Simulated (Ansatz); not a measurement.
Base system: TlBr in the CsCl type structure (space group Pm-3m, No. 221; a = 3.915 Å).

Computed with PBEsol in Ansatz (plane waves to 420 eV, PAW, no SOC).

Strains are applied to the cell and any free atomic positions relax.

One change was made to it. Results:

| quantity | base | after |
|---|---|---|
| width of the top valence band | 2.22 eV | 1.85 eV |
| mean gap deformation potential ΔEg/Δln V | – | +2.8 eV |
| energy relative to the base (free energy F) | 0 meV/atom | +13 meV/atom |
| pressure | 0.0 kbar | -16.5 kbar |

### Question
Name the change that was made.
(A) isotropic strain −1.50 %
(B) isotropic strain +2.50 %
(C) isotropic strain −2.00 %
(D) isotropic strain +3.00 %

### Answer
B, isotropic strain +2.50 %. For comparison, the energy relative to the base in the other runs: isotropic strain +3.00 % gives +18 meV/atom; isotropic strain −2.00 % gives +9.8 meV/atom; isotropic strain −1.50 % gives +5.4 meV/atom.

With Tl present, leaving out spin-orbit coupling can change the band edges. No phonon test of stability was made.

Ansatz is a quantum-chemistry and plane-wave program.
